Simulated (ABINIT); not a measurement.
A self-consistent single point of Ti₃Nb (Amm2, 4 atoms in the cell) with ABINIT.

Method: LDA (PW92), norm-conserving pseudopotentials (PseudoDojo nc-sr-04 LDA standard) (plane waves; ABINIT 10.0.3).

The change in words: lattice scaled by 0.98. Reference geometry:
```
Ti3Nb
1.0
    9.04699     0.00000     0.00000
    0.00000     1.60600     2.41039
    0.00000    -1.60600     2.41039
Ti Nb
3 1
Cartesian
  0.00000   0.00000   0.88061
  2.24772   0.00000   3.81488
  6.79927   0.00000   3.81488
  4.52349   0.00000   1.13115
```

Reference input (self-consistent single point, DFT, LDA (PW92), plane waves, norm-conserving pseudopotentials (PseudoDojo nc-sr-04 LDA standard)): pseudos = [Ti.upf, Nb.upf]; ecut = 84 Ry; occopt = 3; tsmear = 0.1 eV; ngkpt = 3 10 10; nshiftk = 1; shiftk = 0 0 0; potentials = PseudoDojo nc-sr-04 LDA standard; nband = 33; kptopt = 1; nstep = 100; tolvrs = 1e-10. This run's input differs from it in these lines:

```diff
@@ -3,7 +3,7 @@
 pseudos "Ti.upf, Nb.upf"
-acell 17.0963333522 5.4734429232 5.4734429232
+acell 16.7544063072 5.3639740122 5.3639740122
 rprim
          1.0000000000    0.0000000000    0.0000000000
-         0.0000000000    0.5544790815    0.8321976617
-         0.0000000000   -0.5544790815    0.8321976617
+         0.0000000000    0.5544791222    0.8321976346
+         0.0000000000   -0.5544791222    0.8321976346
 natom 4
@@ -13,6 +13,6 @@
 xcart
-         0.0000000000   -0.0000000000    0.8806137093
-         2.2477246655   -0.0000000000    3.8148839586
-         6.7992653345   -0.0000000000    3.8148839586
-         4.5234950000   -0.0000000000    1.1311501656
+         0.0000000000    0.0000000000    0.8630013986
+         2.2027701225    0.0000000000    3.7385861212
+         6.6632798775    0.0000000000    3.7385861212
+         4.4330250000    0.0000000000    1.1085271154
       Angstrom
```

Log, with long lists cut:

```
--- !BeginCycle
solver: {iscf: 7, nstep: 100, nline: 4, wfoptalg: 0, }
tolerances: {tolvrs: 1.00E-10, }
...

     iter   Etot(hartree)      deltaE(h)  residm     vres2
 ETOT  1  -239.87166893090    -2.399E+02 1.705E-01 1.144E+04
 ETOT  2  -238.54004025580     1.332E+00 2.668E-02 6.800E+04
 ETOT  3  -240.12676492957    -1.587E+00 4.162E-02 8.303E+03
 ETOT  4  -240.34960880596    -2.228E-01 1.856E-02 3.160E+02
 ETOT  5  -240.37791905334    -2.831E-02 6.838E-03 3.059E+01
   [... 18 lines left out ...]
 ETOT 24  -240.38127172769    -8.839E-12 1.690E-04 4.988E-09
 ETOT 25  -240.38127172770    -5.144E-12 1.512E-04 1.982E-09
 ETOT 26  -240.38127172770    -1.876E-12 1.313E-04 8.518E-10
 ETOT 27  -240.38127172770    -1.677E-12 1.308E-04 3.010E-11
 At SCF step   27       vres2   =  3.01E-11 < tolvrs=  1.00E-10 =>converged.

 Cartesian components of stress tensor (hartree/bohr^3)
  sigma(1 1)=  4.41572178E-05  sigma(3 2)=  0.00000000E+00
  sigma(2 2)=  2.30583377E-05  sigma(3 1)=  0.00000000E+00
  sigma(3 3)=  7.07820343E-05  sigma(2 1)=  0.00000000E+00

 ----iterations are completed or convergence reached----

 reduced coordinates (array xred) for    4 atoms
       0.000000002187      0.182670000809      0.182670000809
       0.248450001087      0.791340003493      0.791340003493
       0.751550003287      0.791340003493      0.791340003493
       0.500000002187      0.234640001042      0.234640001042
 cartesian forces (eV/Angstrom) at end:
    1     -0.00000000000000    -0.00000000000000     0.01660176124730
   [... lines left out ...]
 Fermi (or HOMO) energy (hartree) =   0.42419   Average Vxc (hartree)=  -0.46027
 Fermi (or HOMO) energy (eV) =  11.54280   Average Vxc (eV)= -12.52445
   [... lines left out ...]
total_energy        : -2.40381271727699E+02
total_energy_eV     : -6.54110705773737E+03
band_energy         : -2.45516201470485E+01
...

-Cartesian components of stress tensor (GPa)         [Pressure= -1.3533E+00 GPa]
- sigma(1 1)=  1.29914998E+00  sigma(3 2)=  0.00000000E+00
- sigma(2 2)=  6.78399604E-01  sigma(3 1)=  0.00000000E+00
- sigma(3 3)=  2.08247900E+00  sigma(2 1)=  0.00000000E+00

 Calculation completed.
```

The run converged in 27 iterations. Against the reference run the free energy drops by 33.1 meV/atom, the pressure goes from -8.63 to -1.35 GPa and the largest force goes from 0.142 to 0.217 eV/Å.

The starting cell comes from a database of computed structures (which also holds hypothetical and non-ambient phases and stackings), without a prior relaxation at this level. For this run, on top of that: lattice scaled by 0.98. Spin polarisation is off.

Cost on one core of a shared machine: roughly 10 min.
